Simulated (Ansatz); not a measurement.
Ansatz (a first-principles code) run on ZnPt (P4/mmm, 2 atoms in the cell): zone-centre phonon calculation.

Method of the run: LDA (PW92), default PAW files made with PBE (plane waves; Ansatz).

```
ZnPt
1.0
    2.84231     0.00000     0.00000
    0.00000     2.84231     0.00000
    0.00000     0.00000     3.48408
Zn Pt
1 1
Direct
  0.50000   0.50000   0.50000
  0.00000   0.00000   0.00000
```

Reference input (self-consistent single point, DFT, LDA (PW92), plane waves, default PAW files made with PBE): basis.ecutwfc = 30.9 Ry; kpoints.mp_grid.grid = 12 12 10; hamiltonian.xc = lda; hamiltonian.pseudopotentials = {kind: paw} (the program's default PAW files); scf.occupations.method = fermi_dirac; scf.occupations.width = 0.0073 Ry. This run's input differs from it in these lines:

Ansatz 0.2 input:
```diff
@@ -9,3 +9,3 @@
 basis:
-  ecutwfc: 30.9 Ry
+  ecutwfc: 46.3 Ry
 kpoints:
@@ -17,6 +17,4 @@
   occupations: { method: fermi_dirac, width: 0.0073 Ry }
-output:
-  forces: true
-  eigenvalues: true
-  stress: true
+phonons:
+  method: dfpt
```

The program printed (abridged):

```
SCF iter   1: F=—  HF=-15492.400983 eV  |F-HF|=—  |Δ(HF+E_count)|=         —  Δρ=9.28e-3  dr2=2.37e-2  ethr=1.77e-3  ⟨swp⟩=5.1  Hψ=27057  notcnv=0
all-band conjugate gradients solve this SCF's bands
preconditioner: auto → none
SCF iter   2: F=—  HF=-15492.396778 eV  |F-HF|=—  |Δ(HF+E_count)|=   4.20e-3  Δρ=5.32e-3  dr2=1.14e-2  ethr=7.90e-5  ⟨swp⟩=2.0  Hψ=11132  notcnv=0
   [... lines left out ...]
SCF iter   5: F=—  HF=-15492.393824 eV  |F-HF|=—  |Δ(HF+E_count)|=   2.99e-6  Δρ=4.50e-5  dr2=4.29e-7  ethr=4.54e-8  ⟨swp⟩=2.1  Hψ=11128  notcnv=0
SCF iter   6: F=—  HF=-15492.393821 eV  |F-HF|=—  |Δ(HF+E_count)|=   2.41e-6  Δρ=1.12e-5  dr2=1.19e-8  ethr=1.43e-9  ⟨swp⟩=2.4  Hψ=9459  notcnv=0
SCF iter   7: F=—  HF=-15492.393821 eV  |F-HF|=—  |Δ(HF+E_count)|=   2.31e-9  Δρ=7.94e-7  dr2=6.15e-11  ethr=3.96e-11  ⟨swp⟩=2.7  Hψ=9998  notcnv=0
SCF iter   8: F=-15492.393821 eV  HF=-15492.393821 eV  |F-HF|=1.82e-12  |Δ(HF+E_count)|=  2.36e-11  Δρ=1.37e-7  dr2=2.24e-12  ethr=1.00e-12  ⟨swp⟩=7.0  Hψ=29691  notcnv=0
SCF 1 converged in 8 iterations: F = -15492.393821 eV  dr2 = 2.24e-12
DFPT response loops at Γ: preconditioner auto → Kerker (q_TF=auto, 2.757 Å⁻¹) (partly filled bands, converged f_vac=0.000) …
Free energy (F): -15492.393821 eV
Internal energy: -15492.379568 eV  (E = F + TS)
E sigma→0 (E₀):  -15492.386695 eV
Entropy (-TS):   -0.014253 eV (-7.127 meV/atom)
Fermi energy:    18.081490 eV
--- Phonons (Γ-DFPT): 4 representative perturbations + reference, on 294 of 1440 k-points (Σ response iterations 12) ---
  k mesh reduced under 8 symmetry operations, with k and −k counted as one. Each operation leaves every solved displacement unchanged or reverses it
  ASR residual: 6.932e-4 → 0.000e0 eV/Å²; symmetrization residual: 8.158e-6 eV/Å²
  ASR residual per site (eV/Å²): 2.76e-5 6.93e-4
  Γ frequencies (cm⁻¹): 0.00 0.00 0.00 147.63 147.63 190.75
  non-analytic LO–TO correction: not included (Born effective charges unavailable; polar crystals: no LO–TO splitting at Γ)
```

The run converged in 8 iterations. 

Summary of the result:
```
Property                                                                   Value
--------------------------------------------------------  ----------------------
Free energy E − TS (on the zero of these files)                   -15492.3938 eV
Fermi level (on the code's own zero)                                    18.08 eV
Zone-centre frequencies (cm⁻¹; negative means imaginary)  0, 0, 0, 148, 148, 191
```

The starting cell comes from a database of computed structures (which also holds hypothetical and non-ambient phases and stackings), without a prior relaxation at this level. Its lattice was rescaled by up to half a per cent. Spin polarisation is off.

Cost on one core of a shared machine: roughly 2 min.
